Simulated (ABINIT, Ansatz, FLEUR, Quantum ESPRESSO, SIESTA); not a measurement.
# One structure in several programs: Mg6ZrSi (Amm2, 8 atoms in the cell)

Self-consistent single point.

```
CELL_PARAMETERS angstrom
      4.82386     0.00000     0.00000
      0.00000     3.20636     5.42384
      0.00000    -3.20636     5.42384
ATOMIC_POSITIONS crystal
  Mg 0.00000 0.33350 0.83036
  Mg 0.00000 0.83036 0.33350
  Mg 0.00000 0.33315 0.33315
  Mg 0.50000 0.17109 0.66209
  Mg 0.50000 0.66209 0.17109
  Mg 0.50000 0.16751 0.16751
  Zr 0.00000 0.82339 0.82339
  Si 0.50000 0.67891 0.67891
```

Shared settings, as Ansatz (an electronic-structure program) writes them: kpoints.mp_grid.grid = 2 2 2; scf.occupations.method = fermi_dirac; scf.occupations.width = 0.1 eV. Potentials and cutoffs stand in the table.

```
code                                                                                                                                      model  pressure (GPa)  largest force (eV/Å)         cutoff
----------------  -----------------------------------------------------------------------------------------------------------------------------  --------------  --------------------  -------------
Ansatz                                                                                                          PBEsol, PAW files made with PBE           -0.69                 0.155        default
Quantum ESPRESSO                                                                           PBEsol, SSSP 1.1.2 efficiency (PBE) pseudopotentials           -0.64                 0.162          50 Ry
SIESTA            GGA PBEsol, numerical atomic orbitals DZP, PseudoDojo PBEsol standard norm-conserving potentials (rewritten from UPF to PSML)            2.10                     –    grid 350 Ry
ABINIT                                                           PBEsol, norm-conserving pseudopotentials (PseudoDojo nc-sr-04 PBEsol standard)           -0.65                 0.157          42 Ha
FLEUR                                                                           PBEsol, all-electron FLAPW (FLEUR), scalar-relativistic valence               –                 0.157  Kmax 4 1/bohr
```

Size of the force on each atom (eV/Å): Sizes of forces hide their directions.

| code | Mg1 | Mg2 | Mg3 | Mg4 | Mg5 | Mg6 | Zr7 | Si8 |
|---|---|---|---|---|---|---|---|---|
| Ansatz | 0.107 | 0.107 | 0.072 | 0.054 | 0.054 | 0.027 | 0.055 | 0.155 |
| Quantum ESPRESSO | 0.109 | 0.109 | 0.072 | 0.055 | 0.055 | 0.028 | 0.052 | 0.162 |
| ABINIT | 0.109 | 0.109 | 0.072 | 0.055 | 0.055 | 0.032 | 0.056 | 0.157 |
| FLEUR | 0.105 | 0.105 | 0.071 | 0.056 | 0.056 | 0.028 | 0.055 | 0.157 |

A dash marks a value that a program does not give, or that is left out as unsure.

The spread over the programs that give each value: pressure within 2.79 GPa; largest force within 0.007 eV/Å.

SIESTA uses small atom-centred bases, whose incompleteness enters pressures, forces and empty levels differently from a plane-wave cutoff. FLEUR treats all electrons, but the usual bases taken here (sphere radii, linearisation, local orbitals, empty states) were not tested for convergence, so the values are no reference for the others. Ansatz's pressure is given at a fixed set of plane waves, as the other plane-wave codes print theirs. In the pressure, SIESTA (by 2.75) lies more than 1 GPa from the median of the plane-wave programs.

On the base mesh (4 3 3) the same programs gave: Ansatz pressure -0.96 GPa; Quantum ESPRESSO pressure -0.91 GPa; ABINIT pressure -0.92 GPa; SIESTA pressure 1.71 GPa.

The starting cell comes from a database of computed structures (which also holds hypothetical and non-ambient phases and stackings), without a prior relaxation at this level.

Left out of this page: CP2K (unsound by tests on forces, stress, charge or solver warnings); Elk (not drawn, or without a comparable value).

Keys are those of Ansatz 0.2.
